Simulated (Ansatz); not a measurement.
Consider ZnCu in the CsCl type structure (space group Pm-3m, No. 221; a = 2.964 Å; relaxed with 0.1 eV smearing). Axes: x, y, z lie along the cube axes.

Computed with Kohn–Sham DFT with the PBE functional, run in Ansatz (a quantum-chemistry and plane-wave program) with PAW and 420 eV plane waves, no SOC.

It is then changed as follows: an isotropic linear strain of +2.00 %; the atoms relax in the strained cell.

Predict the stress tensor and what it implies for the stiffness.

Stress of the strained cell less that of the base (GPa, compression positive):
```
   -5.9     0.0     0.0
    0.0    -5.9     0.0
    0.0     0.0    -5.9
```

Then B = −ΔP/(ΔV/V₀) with ΔV/V₀ = 0.0612 gives secant stiffness values (nonlinear terms included at this strain): B ≈ 96 GPa.

As a check, the harmonic strain energy −½ V₀ Δσ:ε is 14 meV/atom; the computed energy rise is 15 meV/atom.

No phonon test of stability was made. All final runs are without spin polarisation.
